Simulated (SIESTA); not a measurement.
A self-consistent single point of a (001) slab of Ga (cut from a parent of space group no. 64; 4 atoms in the cell) with SIESTA.

Method: GGA PBEsol, numerical atomic orbitals DZP, PseudoDojo PBEsol standard norm-conserving potentials (rewritten from UPF to PSML) run with SIESTA.

```xyz
4
Lattice="4.4248 0.0000 0.0000 -6.5641 3.8733 0.0000 0.0000 0.0000 17.7772" Properties=species:S:1:pos:R:3 pbc="T T T"
Ga    -5.5473     3.2734    10.7772
Ga    -4.2988     2.5367     8.5235
Ga    -2.2653     1.3367     9.2537
Ga    -1.0168     0.6000     7.0000
```

Reference input (self-consistent single point, DFT, GGA PBEsol, numerical atomic orbitals DZP, PseudoDojo PBEsol standard norm-conserving potentials (rewritten from UPF to PSML)): XC.functional = GGA; XC.authors = PBEsol; potentials = PseudoDojo PBEsol standard; PAO.BasisSize = DZP; PAO.EnergyShift = 0.01 Ry; MeshCutoff = 400 Ry; kgrid.MonkhorstPack = 7 7 1; OccupationFunction = MP; OccupationMPOrder = 0; ElectronicTemperature = 0.1 eV; MaxSCFIterations = 150; SCF.Mixer.Method = Pulay. This run's input differs from it in these lines:

```diff
@@ -27,3 +27,3 @@
 PAO.EnergyShift              0.01 Ry
-MeshCutoff                   400 Ry
+MeshCutoff                   200 Ry
 %block kgrid.MonkhorstPack
```

Output (repeated stretches shortened):

```
        iscf     Eharris(eV)        E_KS(eV)     FreeEng(eV)     dDmax    Ef(eV) dHmax(eV)
   scf:    1    -8303.836555    -8303.555605    -8303.568991  0.750292 -3.561968  3.075414
   scf:    2    -8303.875533    -8303.728740    -8303.743458  0.076897 -3.622629  2.040920
   scf:    3    -8303.881629    -8303.808521    -8303.823491  0.061715 -3.736267  1.033242
   scf:    4    -8303.863436    -8303.839408    -8303.854602  0.067456 -3.837494  0.111193
   scf:    5    -8303.840218    -8303.839929    -8303.855209  0.011977 -3.813243  0.042599
   scf:    6    -8303.839940    -8303.839994    -8303.855157  0.003773 -3.789799  0.071374
   scf:    7    -8303.840039    -8303.840043    -8303.855253  0.002515 -3.799354  0.002996
   scf:    8    -8303.840047    -8303.840045    -8303.855253  0.000105 -3.798763  0.001144
   scf:    9    -8303.840046    -8303.840045    -8303.855253  0.000033 -3.798554  0.000332
SCF Convergence by DM+H criterion
max |DM_out - DM_in|         :     0.0000330908
max |H_out - H_in|      (eV) :     0.0003320572
SCF cycle converged after 9 iterations

Using DM_out to compute the final energy and forces

siesta: E_KS(eV) =            -8303.8400

siesta: E_KS - E_eggbox =     -8303.8400

siesta: Atomic forces (eV/Ang):
     1   -0.196248    0.116660   -0.053613
     2   -0.076610    0.044783   -0.558889
     3    0.076614   -0.044785    0.558845
     4    0.196243   -0.116658    0.053657
   Tot   -0.000000    0.000000    0.000000
   Max    0.558889
   Res    0.250069    sqrt( Sum f_i^2 / 3N )
   Max    0.558889    constrained

Stress tensor Voigt[x,y,z,yz,xz,xy] (kbar):        6.07        9.41       -1.22       -2.13        3.61        2.35
(Free)E + p*V (eV/cell)    -8304.7594
   [... lines left out ...]
siesta: FreeEng =     -8303.855253
siesta: Cell volume =        304.681759 Ang**3
siesta:          -4.75471911         -7.58733199  kBar
   [... lines left out ...]

              0.014   0.032

mulliken: Qtot =       52.000

Mulliken Atomic Populations:
Atom #   charge [q] valence [e]  Species
     1     0.134533   12.865467  Ga
     2    -0.134535   13.134535  Ga
     3    -0.134536   13.134536  Ga
     4     0.134538   12.865462  Ga
 Total    -0.000000

siesta: Electric dipole (a.u.)  =   -0.000000   -0.000000   -0.000024
siesta: Electric dipole (Debye) =   -0.000000   -0.000000   -0.000061
```

The run converged in 9 iterations. Against the reference run the free energy goes down by 15.7 meV/atom and the largest force hardly changes (0.568 to 0.566 eV/Å).

The starting cell has typed, rounded lattice constants, without a prior relaxation at this level. The slab is cut from that crystal, and its faces are unrelaxed. Its lattice was rescaled by up to half a per cent. Values carry the incompleteness of an atom-centred basis.

Cost on one core of a shared machine: roughly 40 s.
